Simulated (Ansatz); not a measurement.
Consider a periodic stack without vacuum, zinc-blende CdTe (1 1 1) on rock-salt PbTe (1 1 1) (film strained to the substrate, faces as cut): substrate slab Pb4Te4, film Cd3Te3, surface cells [[0, 1], [-1, 0]] and [[0, 1], [-1, 0]], film strained by -0.7 and -0.7 %, faces Te/Pb and Cd/Te as cut (like faces can put a slab off its formula). Its start:

```yaml
crystal:
  lattice:
    - [4.64655, 0.00000, 0.01529]
    - [-2.32328, 4.02403, -0.00292]
    - [0.67006, -0.30345, 27.59130]
  atoms:
    - { symbol: Pb, position: [0.20293, 0.81270, 0.11450] }
    - { symbol: Pb, position: [0.51827, 0.48212, 0.25421] }
    - { symbol: Pb, position: [0.83829, 0.16069, 0.39396] }
    - { symbol: Pb, position: [0.14436, 0.84141, 0.53529] }
    - { symbol: Te, position: [0.54572, 0.47923, 0.05824] }
    - { symbol: Te, position: [0.85880, 0.14521, 0.19508] }
    - { symbol: Te, position: [0.17847, 0.82253, 0.33497] }
    - { symbol: Te, position: [0.49181, 0.50486, 0.47531] }
    - { symbol: Cd, position: [0.54998, 0.37644, 0.62797] }
    - { symbol: Cd, position: [0.85794, 0.05903, 0.77607] }
    - { symbol: Cd, position: [0.17160, 0.72614, 0.91424] }
    - { symbol: Te, position: [0.87888, 0.04427, 0.66233] }
    - { symbol: Te, position: [0.18734, 0.72774, 0.80695] }
    - { symbol: Te, position: [0.49949, 0.39374, 0.94788] }
```

The start was prepared with a machine-learned potential, and the result is one local minimum, with the in-plane cell held and forces under 0.04 eV/Å; the film can end far from its bulk form.

All values below come from PBE (plane waves to 420 eV, PAW; Ansatz, an electronic-structure program). No spin–orbit coupling; the runs are not spin-polarised. Its k-point mesh 6×6×1, Fermi–Dirac width 0.05 eV.

### Question
Predict the relaxed interface.

### Answer
- interface area = 18.7 Å²
- period = 27.94 Å
- gaps between the outermost planes at the two interfaces = 2.44 and 3.31 Å
- Cd–Pb contacts across the interfaces within 1.22 times the sum of covalent radii = 2, mean 3.38 Å
- Te–Te contacts across the interfaces within 1.22 times the sum of covalent radii = 1, mean 3.35 Å
- two interfaces = unlike, so that offsets are their mean
